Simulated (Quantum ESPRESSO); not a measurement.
**A series of runs on TiO2 (P1, 24 atoms in the cell)**

```
CELL_PARAMETERS angstrom
      5.14912     0.00000     0.00000
      0.00000     9.19420     0.00000
      0.00000     0.00000     5.45912
ATOMIC_POSITIONS crystal
  Ti 0.13900 0.37775 0.40575
  Ti 0.88702 0.61970 0.60423
  Ti 0.34523 0.63219 0.89727
  Ti 0.63174 0.36311 0.11306
  Ti 0.63135 0.13832 0.59619
  Ti 0.35319 0.88165 0.39477
  Ti 0.85785 0.88155 0.07918
  Ti 0.14957 0.12759 0.90356
  O  0.45231 0.26286 0.37578
  O  0.55405 0.73579 0.60344
  O  0.02873 0.72154 0.88709
  O  0.96631 0.26441 0.09528
  O  0.95910 0.23192 0.59277
  O  0.04928 0.75754 0.40209
  O  0.53298 0.77609 0.12051
  O  0.48398 0.21974 0.89931
  O  0.81932 0.99911 0.84038
  O  0.17561 0.99688 0.15082
  O  0.69477 0.99021 0.35243
  O  0.32698 0.00354 0.66083
  O  0.30912 0.48518 0.16713
  O  0.69077 0.50251 0.85643
  O  0.16644 0.51631 0.64938
  O  0.79529 0.51452 0.35234
```

Base run A: LDA (PZ), GBRV 1.5 ultrasoft (LDA) pseudopotentials run with Quantum ESPRESSO, self-consistent single point.

Its settings: ecutwfc = 50 Ry; ecutrho = 400 Ry; occupations = fixed; potentials = {Ti: ti_lda_v1.4.uspp.F.UPF, O: o_lda_v1.2.uspp.F.UPF}; K_POINTS = automatic 3 2 3 0 0 0; nbnd = 98; conv_thr = 1e-10 Ry; mixing_beta = 0.7.

The starting cell comes from a database of computed structures (which also holds hypothetical and non-ambient phases and stackings), without a prior relaxation at this level. Its atoms were displaced at random from the sites of space group no. 61. In the base run, with a pressure of about -5 GPa the cell is away from its equilibrium volume at this level. In the base run, forces exceed 1 eV/Å.

ΔF is the free energy per atom less that of run A. 

```csv
run,mixing_beta,ΔF (meV/atom),pressure (GPa),largest force (eV/Å),gap on the mesh (eV),iterations
A,0.7,0.00,-5.04,6.606,1.494,28
B,0.05,0.00,-5.04,6.606,1.494,65
C,0.1,0.00,-5.04,6.606,1.494,40
D,0.2,0.00,-5.04,6.606,1.494,26
E,0.3,0.00,-5.04,6.606,1.494,26
F,0.4,0.00,-5.04,6.606,1.494,25
G,0.5,0.00,-5.04,6.606,1.494,24
```

Runs B, C, D, E, F, G ended on the same solution as A (within 1 meV/atom). The fewest iterations to that state were 24 (G); the most were 65.
